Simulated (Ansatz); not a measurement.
The starting structures come from a database of crystals and need not be the phases stable at ambient conditions.

 Where the default PAW files enter, the runs use the earlier of Ansatz's two default sets.

By PBEsol, the system below comes out a metal.

Without scattering a metal conducts by its projected Fermi surface.

Consider the following.

```xyz
1
Lattice="2.8909 0.0000 0.0000 0.0000 4.0884 0.0000 1.4455 2.0442 1.4750" Properties=species:S:1:pos:R:3 pbc="T T T"
Ta     0.0000     0.0000     0.0000
```

Space group of this cell: Immm. The cell is strained (lengths across the current scaled by 0.98, ions clamped); by PBEsol its mean pressure is 9.5 GPa.

The current flows along the normal of the first two printed cell vectors. No spin-orbit coupling; the value is a mean over 0.1 eV about the Fermi level.

Question: Compute, with PBEsol run with Ansatz (an electronic-structure program), the ballistic conductance per area.

Answer: 1.7 × 10¹⁵ S/m² for both spins.
